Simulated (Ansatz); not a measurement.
Ti on the Si site in metastable alpha cristobalite (start: the Si site; 96-site cell, 2×2×2 shifted sampling). Level of theory: PBE, PAW (plane waves to 420 eV; Ansatz, a first-principles code). Total energies of the localised charge states, counted from that of charge 0, and their image corrections (point charge with alignment); the host's valence-band maximum lies at 0.895 eV on the cells' energy zero and its gap is 5.51 eV.

```
charge         moment (μB)  E − E(first) (eV)  correction (eV)
------  ------------------  -----------------  ---------------
0       not spin-polarised              0.000            0.000
−1                     1.0              5.865            0.321
```

Task: Derive the transition levels above the valence-band maximum and say which of them are thermodynamic.

Result: A level is the Fermi energy at which two charges have equal formation energy: ε(q/q′) = [E(q′) + corr(q′) − E(q) − corr(q)] / (q − q′) − E_VBM.
ε(0/−1) = [(5.865 + 0.321) − (0.000 + 0.000)] / 1 − 0.895 = 5.29 eV
Thermodynamic levels at least 0.1 eV inside the gap: (0/−1) at 5.29 eV. They hold to tenths of an eV in this cell. Charges with a result: +1, 0, −1. Others weren't obtained, and one of them could lie lower, also by skipping a charge. At charge +1 the carrier sat in host band states, shallow at most. Flagged in the runs: a doubtful potential alignment, a host whose relaxation on this sampling wasn't shown to rest, a strain field that reaches the edge of the cell.
